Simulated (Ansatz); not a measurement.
Defect calculation: H interstitial started on C in 6H silicon carbide

All values below come from PBE, PAW (plane waves to 420 eV; Ansatz, a program for electronic structure). A supercell of 144 sites (3×2×1 repeats of a cell of 24 atoms) was used; the energies come from a 2×2×1 shifted sampling of its zone. Site at the start: bound to C(k2), open side. Finite-size correction: monopole term and site-potential alignment. Dielectric constants: PBE linear response of the host. Host gap at this level: 2.01 eV. These values are not converged in cell size to better than tenths of an eV. Levels are measured in PBE's own, too narrow, gap. Spin–orbit coupling is left out. Each state is the lowest found from its start.

Formation energies E_f are given with the Fermi level at the valence-band maximum. Chemical conditions: C-rich (Δμ(H) = -0.32 eV, bounded by CH4 molecule; only phases computed here count, gases as isolated molecules at 0 K); Si-rich (Δμ(H) = -0.22 eV, bounded by CH4 molecule; only phases computed here count, gases as isolated molecules at 0 K). Reference phases: H: H2 molecule in a box.

The name describes the start; the neighbours show where the atoms ended.

Charges with a result: +1, 0, −1. Others weren't obtained, and one of them could lie lower, also by skipping a charge.

| charge | moment (μB) | largest move off a lattice site (Å) | neighbours of the last H atom of the defect at the end (Å) | image correction with alignment (eV) | E_f, C-rich (eV) | E_f, Si-rich (eV) |
|---|---|---|---|---|---|---|
| +1 | not spin-polarised | 0.16 | C 1.12, Si 1.83, Si 1.93, C 2.12, Si 2.21, C 2.23 | 0.17 | 1.43 | 1.33 |
| 0* | fractional | 0.18 | C 1.12, Si 1.82, Si 1.91, C 2.12, C 2.23, Si 2.25 | – | – | – |
| −1 | not spin-polarised | 0.74 | C 1.09, Si 1.82, Si 2.37, Si 2.37, Si 2.38 | 0.11 | 5.20 | 5.10 |

* At this level the carrier isn't localised at the defect: at charge 0 electrons occupy the conduction band. Such a state is shallow or no state of the defect, and this cell gives it no level.

Flagged in the runs: a host whose relaxation on this sampling wasn't shown to rest.
